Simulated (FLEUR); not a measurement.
# Input and output of a self-consistent single point for LaPd5 (P6/mmm, 6 atoms in the cell) (FLEUR)

Level of theory: PBEsol, all-electron FLAPW (FLEUR), scalar-relativistic valence run with FLEUR.

Input:

Input of the input generator:

```
LaPd5
&input film=f /
1.0000000000 0.0000000062 0.0000000000
-0.5000000053 0.8660254007 0.0000000000
0.0000000000 0.0000000000 0.8402107631
10.0933293198
1.0 1.0 1.0

6
57 0.0000000000 0.0000000000 -0.0000000000
46 0.0000000000 0.5000000000 0.5000000000
46 0.5000000000 0.0000000000 0.5000000000
46 0.5000000000 0.5000000000 0.5000000000
46 0.3333333333 0.6666666667 0.0000000000
46 0.6666666667 0.3333333333 0.0000000000

&comp jspins=1 /
&exco xctyp='PBEs' /
&kpt div1=7 div2=7 div3=7 /
&end /
```

```xml
<?xml version="1.0" encoding="UTF-8" standalone="no"?>
<fleurInput fleurInputVersion="0.39">
   <comment>
      LaPd5                                                                                               
   </comment>
   <calculationSetup>
      <cutoffs Kmax="4.3" Gmax="12.9" GmaxXC="12.9" numbands="0"/>
      <scfLoop itmax="80" minDistance="0.00001" maxIterBroyd="99" imix="Anderson" alpha="0.05" precondParam="0.0" spinf="2.0"/>
      <coreElectrons ctail="T" frcor="F" kcrel="0" coretail_lmax="0"/>
      <xcFunctional name="PBEs" relativisticCorrections="F"/>
      <magnetism jspins="1"/>
      <soc l_soc="F" theta="0.0" phi="0.0" spav="F"/>
      <expertModes spex="0" secvar="F"/>
      <geometryOptimization l_f="T" forcealpha="1.0" forcemix="BFGS" epsdisp="0.00001" epsforce="0.00001"/>
      <ldaU l_linMix="F" mixParam="0.05" spinf="1.0"/>
   </calculationSetup>
   <cell>
      <bzIntegration valenceElectrons="91.0" mode="gauss" fermiSmearingEnergy="0.00499791">
         <kPointListSelection listName="default-1"/>
         <!-- k-points included here -->
         <xi:include xmlns:xi="http://www.w3.org/2001/XInclude" href="kpts.xml"> </xi:include>
      </bzIntegration>
      <!-- symmetry operations included here -->
      <xi:include xmlns:xi="http://www.w3.org/2001/XInclude" href="sym.xml"> </xi:include>
      <bulkLattice scale="1.0">
         <bravaisMatrix>
            <row-1>   10.0933293198000005     0.0000000625786418     0.0000000000000000</row-1>
            <row-2>   -5.0466647133946454     8.7410795685768541     0.0000000000000000</row-2>
            <row-3>    0.0000000000000000     0.0000000000000000     8.4805239300087614</row-3>
         </bravaisMatrix>
      </bulkLattice>
   </cell>
   <atomSpecies>
      <species name="Lanthanum (La)" element="La" atomicNumber="57">
         <mtSphere radius="2.68" gridPoints="925" logIncrement="0.014"/>
         <atomicCutoffs lmax="10" lnonsphr="8"/>
         <electronConfig flipSpins="F">
            <coreConfig>(1s1/2) (2s1/2) (2p1/2) (2p3/2) (3s1/2) (3p1/2) (3p3/2) (4s1/2) (3d3/2) (3d5/2) (4p1/2) (4p3/2) (4d3/2) (4d5/2)</coreConfig>
            <valenceConfig>(5s1/2) (5p1/2) (5p3/2) (6s1/2) (5d3/2) (5d5/2)</valenceConfig>
            <stateOccupation state="(5d3/2)" spinUp="0.2" spinDown="0.2"/>
            <stateOccupation state="(5d5/2)" spinUp="0.3" spinDown="0.3"/>
         </electronConfig>
         <energyParameters s="6" p="6" d="5" f="4"/>
         <lo type="SCLO" l="0" n="5" eDeriv="0"/>
         <lo type="SCLO" l="1" n="5" eDeriv="0"/>
      </species>
      <species name="Palladium (Pd)" element="Pd" atomicNumber="46">
         <mtSphere radius="2.36" gridPoints="813" logIncrement="0.016"/>
         <atomicCutoffs lmax="10" lnonsphr="8"/>
         <electronConfig flipSpins="F">
            <coreConfig>(1s1/2) (2s1/2) (2p1/2) (2p3/2) (3s1/2) (3p1/2) (3p3/2) (4s1/2) (3d3/2) (3d5/2)</coreConfig>
            <valenceConfig>(4p1/2) (4p3/2) (5s1/2) (4d3/2) (4d5/2)</valenceConfig>
            <stateOccupation state="(5s1/2)" spinUp="0.5" spinDown="0.5"/>
            <stateOccupation state="(4d3/2)" spinUp="1.8" spinDown="1.8"/>
            <stateOccupation state="(4d5/2)" spinUp="2.7" spinDown="2.7"/>
         </electronConfig>
         <energyParameters s="5" p="5" d="4" f="4"/>
         <lo type="SCLO" l="1" n="4" eDeriv="0"/>
      </species>
   </atomSpecies>
   <atomGroups>
      <atomGroup species="Lanthanum (La)">
         <relPos label="                   1">.0000000000 .0000000000 .0000000000</relPos>
         <force calculate="T" relaxXYZ="TTT"/>
      </atomGroup>
      <atomGroup species="Palladium (Pd)">
         <relPos label="                   2">.0000000000 1.000/2.000 1.000/2.000</relPos>
         <relPos label="                   3">1.000/2.000 .0000000000 1.000/2.000</relPos>
         <relPos label="                   4">1.000/2.000 1.000/2.000 1.000/2.000</relPos>
         <force calculate="T" relaxXYZ="TTT"/>
      </atomGroup>
      <atomGroup species="Palladium (Pd)">
         <relPos label="                   5">1.000/3.000 -1.000/3.000 .0000000000</relPos>
         <relPos label="                   6">-1.000/3.000 1.000/3.000 .0000000000</relPos>
         <force calculate="T" relaxXYZ="TTT"/>
      </atomGroup>
   </atomGroups>
   <output dos="F" band="F" slice="F">
      <checks vchk="F" cdinf="F"/>
      <bandDOS minEnergy="-.5*Htr" maxEnergy="0.5*Htr" sigma="0.015" storeEVData="T"/>
      <vacuumDOS vacdos="F" integ="F" star="F" nstars="0" locx1="0.0" locy1="0.0" locx2="0.0" locy2="0.0" nstm="0" tworkf="0.0"/>
      <unfoldingBand unfoldBand="F" supercellX="1" supercellY="1" supercellZ="1"/>
      <plotting iplot="0" polar="F">
         <plot TwoD="T" vec1="  1.0  0.0  0.0" vec2="  0.0  1.0  0.0" vec3="  0.0  0.0  1.0" zero="  0.0  0.0  0.0" file="plot"/>
      </plotting>
      <chargeDensitySlicing numkpt="0" minEigenval="0.0" maxEigenval="0.0" nnne="0" pallst="F"/>
      <specialOutput eonly="F"/>
      <magneticCircularDichroism mcd="F" energyLo="-10.0" energyUp="0.0"/>
   </output>
  <!-- We include the file relax.xml here to enable relaxations (see documentation) -->
  <xi:include xmlns:xi="http://www.w3.org/2001/XInclude" href="relax.xml"> <xi:fallback/> </xi:include>
</fleurInput>
```

Output (repeated stretches shortened):

```
      Welcome to FLEUR        (www.flapw.de)
      MaX-Release 8.1          (www.max-centre.eu)

 ========== k-point set info ==========
 Selected k-point list: default-1
 k-point list type: mesh
 7 x 7 x 7
 Number of k points: 32

 ------------Calculation Setup---------------------------
           1           2           4           8          16          32
 Number of basis functions:         1052
 Iteration:     1   Distance:      13.10531766 me/bohr^3
 Iteration:     2   Distance:      10.50554489 me/bohr^3
 Iteration:     3   Distance:       4.19843648 me/bohr^3
 Iteration:     4   Distance:       3.15934867 me/bohr^3
 Iteration:     5   Distance:       2.35312151 me/bohr^3
 Iteration:     6   Distance:       1.59627644 me/bohr^3
   [... 8 lines left out ...]
 Iteration:    15   Distance:       0.00061493 me/bohr^3
 Iteration:    16   Distance:       0.00034740 me/bohr^3
 Iteration:    17   Distance:       0.00004652 me/bohr^3
 Iteration:    18   Distance:       0.00006712 me/bohr^3
 Iteration:    19   Distance:       0.00000741 me/bohr^3
 Run finished successfully
 Stop message:
   Structural relaxation: Done

[file out, last iteration]
             iter=     20
          p o t e n t i a l   g e n e r a t o r
[...]
          integral of pseudo charge density inside the slab=        0.000000   0.000000
     coulomb potential in the interstitial region:
          density-coulomb potential integrals
          total density-coulomb potenti   -54515.5605151785
          density-effective potential integrals for spin  1
          total density-effective poten   -5.5711147775E+04
          charge density-energy density integrals
          total charge density-energy d   -9.0950579328E+02
 Updated energy parameters for spin:           1
  Atom    1 6s branch from -0.65 to  2.97 htr. ; e_l =  0.3377
  Atom    1 6p branch from  0.08 to  3.71 htr. ; e_l =  0.4444
  Atom    1 5d branch from -3.14 to  1.24 htr. ; e_l =  0.4192
  Atom    1 4f branch from -9.99 to  0.55 htr. ; e_l =  0.4890
  Atom    1 5s branch from -9.10 to -0.65 htr. ; e_l(l -0.7837
  Atom    1 5p branch from -6.67 to  0.08 htr. ; e_l(l -0.1935
  Atom    2 5s branch from -2.67 to  2.09 htr. ; e_l =  0.2838
  Atom    2 5p branch from -1.39 to  2.82 htr. ; e_l =  0.4170
  Atom    2 4d branch from-11.52 to  0.54 htr. ; e_l =  0.3122
  Atom    2 4f branch from -9.99 to  2.53 htr. ; e_l =  0.7128
  Atom    2 4p branch from-18.50 to -1.39 htr. ; e_l(l -1.4311
  Atom    3 5s branch from -2.67 to  2.10 htr. ; e_l =  0.2846
  Atom    3 5p branch from -1.39 to  2.82 htr. ; e_l =  0.4180
  Atom    3 4d branch from-11.51 to  0.54 htr. ; e_l =  0.3143
  Atom    3 4f branch from -9.99 to  2.54 htr. ; e_l =  0.7137
  Atom    3 4p branch from-18.50 to -1.39 htr. ; e_l(l -1.4272
[...]
 fermi energy and band-weighting factors:
at   0.57143  -0.14286   0.42857   k-weight:    0.034985
   69 eigenvalues :
   -1.436152   -1.432407   -1.427976   -1.427679   -1.427483   -1.426474   -1.425688   -1.424019
   -1.423711   -1.422955   -1.421511   -1.420474   -1.420137   -1.419995   -1.419658   -0.781822
   -0.187245   -0.185866   -0.184493    0.227142    0.231020    0.246067    0.255506    0.256022
   [... 6 lines left out ...]
   [... lines left out ...]
          first approx. to ef    (T=0)  :   0.403507 htr   (energy of the highest occ. eigenvalue)
          total moment                 =     0.00000
 Direct bandgap for spin            1 :    3.3927663191911650E-003  Htr
   [... lines left out ...]
     t o t a l  e n e r g y
          sum of eigenvalues =            -20280.7605372926
          density-coulomb potential int   -54515.5605151785
          density-effective potential i   -55711.1477747981
          charge density-ex.-corr.energ     -909.5057932767
          el.-nucl. inter. diff. m.t.      10315.8766744148
          Madelung term for atom type:       -37.5430581064
          el.-nucl. inter. diff. m.t.      18304.2719679115
          Madelung term for atom type:       -71.9768440753
          el.-nucl. inter. diff. m.t.      12203.4129495788
          Madelung term for atom type:       -47.6136216682
 ---->    total energy=                   -33717.5939291156 htr
 ---->    (input%tkb*entropy) TS=              0.0000000000 htr
 ---->    free energy=                    -33717.5939291156 htr
      extrapolation for T->0
 ---->    total electron energy=          -33717.5939291156 htr
 ***** TOTAL FORCES ON ATOMS *****
 TOTAL FORCE FOR ATOM TYPE=  1  X=  0.000   Y=  0.000   Z=  0.000
                       FX_TOT= 0.000000 FY_TOT= 0.000000 FZ_TOT= 0.000000
 TOTAL FORCE FOR ATOM TYPE=  2  X= -2.523   Y=  4.371   Z=  4.240
                       FX_TOT= 0.000000 FY_TOT= 0.000000 FZ_TOT= 0.000000
 TOTAL FORCE FOR ATOM TYPE=  3  X=  5.047   Y= -2.914   Z=  0.000
                       FX_TOT= 0.000000 FY_TOT= 0.000000 FZ_TOT= 0.000000
 Structural relaxation: Done
```

The run converged in 19 iterations. FLEUR gives forces in its relaxation mode, with a further iteration, so its stop message speaks of a relaxation.

The starting cell comes from a database of computed structures (which also holds hypothetical and non-ambient phases and stackings), without a prior relaxation at this level. Spin polarisation is off. Values depend on the basis (sphere radii, cutoffs, local orbitals), which need not be converged. The log's line on a gap gives a spacing of levels on this mesh, which the program prints for metals too.

Cost on one core of a shared machine: roughly 7 min.
